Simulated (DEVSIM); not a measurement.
Device: abrupt Si n-p junction, at 350 K.

| layer (left to right) | material | thickness (μm) | Nd (cm⁻³) | Na (cm⁻³) | τn (s) | τp (s) |
|---|---|---|---|---|---|---|
| 1 | Si | 84.0 | 1.8e15 | - | 3.5e-5 | 3.5e-5 |
| 2 | Si | 94.0 | - | 5.5e17 | 3.5e-5 | 3.5e-5 |

Left contact: ohmic. Right contact: ohmic. Voltage is applied to the left contact. Recombination: SRH at mid-gap. Mobility is μmin + (μ − μmin)/(1 + (N/Nref)^α).

The device is made up for the run: typed textbook-type constants, with dimensions and the other settings drawn at random. Values at 300 K; Nc and Nv go as T^1.5, mobilities as T to minus their exponent, the gap by Varshni's rule with the affinity fixed.

```
parameter               Si
----------------  --------
gap (eV)             1.124
affinity (eV)         4.05
permittivity          11.7
Nc (cm⁻³)          2.86e19
Nv (cm⁻³)           3.1e19
μn (cm²/Vs)           1417
μp (cm²/Vs)            470
μn,min                  52
μp,min                  45
Nref,n              9.7e16
Nref,p              2.2e17
αn                    0.68
αp                    0.72
T exponent of μn       2.3
T exponent of μp       2.2
Varshni α (eV/K)  0.000473
Varshni β (K)          636
```

DEVSIM, 1D drift-diffusion, Boltzmann statistics, complete ionisation; no tunnelling, impact ionisation, image-force lowering or self-heating.

The doping Nd of layer 1 was swept, all else fixed.

```json
[
 {"doping Nd of layer 1 (cm^-3)": "5.4e13", "potential step across the device at zero bias (V)": "0.578", "largest field in the device at zero bias (V/cm)": "44000", "dark forward voltage at 1 A/cm² (V)": "0.537", "dark forward voltage at 100 A/cm² (V)": "0.930"},
 {"doping Nd of layer 1 (cm^-3)": "1.8e14", "potential step across the device at zero bias (V)": "0.614", "largest field in the device at zero bias (V/cm)": "44000", "dark forward voltage at 1 A/cm² (V)": "[?]", "dark forward voltage at 100 A/cm² (V)": "[?]"},
 {"doping Nd of layer 1 (cm^-3)": "5.4e14", "potential step across the device at zero bias (V)": "0.647", "largest field in the device at zero bias (V/cm)": "44000", "dark forward voltage at 1 A/cm² (V)": "0.549", "dark forward voltage at 100 A/cm² (V)": "0.883"},
 {"doping Nd of layer 1 (cm^-3)": "1.8e15", "potential step across the device at zero bias (V)": "0.683", "largest field in the device at zero bias (V/cm)": "46000", "dark forward voltage at 1 A/cm² (V)": "0.566", "dark forward voltage at 100 A/cm² (V)": "0.878"},
 {"doping Nd of layer 1 (cm^-3)": "5.4e15", "potential step across the device at zero bias (V)": "0.717", "largest field in the device at zero bias (V/cm)": "51000", "dark forward voltage at 1 A/cm² (V)": "0.588", "dark forward voltage at 100 A/cm² (V)": "0.875"},
 {"doping Nd of layer 1 (cm^-3)": "1.8e16", "potential step across the device at zero bias (V)": "0.753", "largest field in the device at zero bias (V/cm)": "68000", "dark forward voltage at 1 A/cm² (V)": "0.619", "dark forward voltage at 100 A/cm² (V)": "0.875"},
 {"doping Nd of layer 1 (cm^-3)": "5.4e16", "potential step across the device at zero bias (V)": "0.786", "largest field in the device at zero bias (V/cm)": "110000", "dark forward voltage at 1 A/cm² (V)": "0.650", "dark forward voltage at 100 A/cm² (V)": "0.879"}
]
```

Question: Some entries are withheld; supply them.

Answer: 
- 1.8e14, dark forward voltage at 1 A/cm² (V): 0.541
- 1.8e14, dark forward voltage at 100 A/cm² (V): 0.893
